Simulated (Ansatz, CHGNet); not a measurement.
P (model structure, started from the lonsdaleite type, P6₃/mmc, No. 194, 4 atoms in the cell): equilibrium lattice constant a by level of theory

No measured value is used here.

```
level (code)            value (Å)
---------------------  ----------
CHGNet 0.3.0                3.657
CHGNet-r²SCAN               3.643
r²SCAN (Ansatz)        (withheld)
r²SCAN+rVV10 (Ansatz)       3.262
```

Task: Fill in the missing entries.

Result: 
- r²SCAN (Ansatz, a quantum-chemistry and plane-wave program), value (Å): 3.272

CHGNet 0.3.0, CHGNet-r²SCAN: the cell has another shape than the first-principles one, perhaps another minimum in the same group. Ansatz's density-functional and Hartree–Fock values are scalar-relativistic unless marked +SOC, with PAW data made under PBE.

Machine-learned potentials (CHGNet 0.3.0, CHGNet-r²SCAN) are trained on DFT data: a solid inside that data is no test of them.

A model structure was made by putting elements into a prototype or built by hand; it is no filed structure, need not be a known phase, and can be a saddle point held by its symmetry.
